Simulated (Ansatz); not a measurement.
The reference is NiO in the rock salt structure (space group Fm-3m, No. 225; a = 4.191 Å; ferromagnetic). Axes: x, y, z lie along the cube axes.

The values are results of r2SCAN/PAW in Ansatz (a first-principles code), no spin-orbit coupling, earlier PAW set, not measurements.

For the base:

* **Pressure**: 0.00 GPa

Modification: biaxial strain −0.37 %, plane normal [110], relaxed out of plane (Cartesian); in-plane vectors clamped, the third vector and the atoms free.

Task: Estimate the effect on the out-of-plane strain.

Result: The out-of-plane strain amounts to +0.33 %.

Task: What does the calculation give for the pressure after the change?

Result: The pressure (mean of the normal stresses, compression positive) goes from zero to 0.89 GPa.

Stability against distortions was not tested. No Hubbard U is applied and the magnetic state is the run's own (NiO ferromagnetic); other magnetic orders, which need larger cells, were not tried and can change the gap. In its common phase, real NiO is an antiferromagnetic insulator at low temperature.
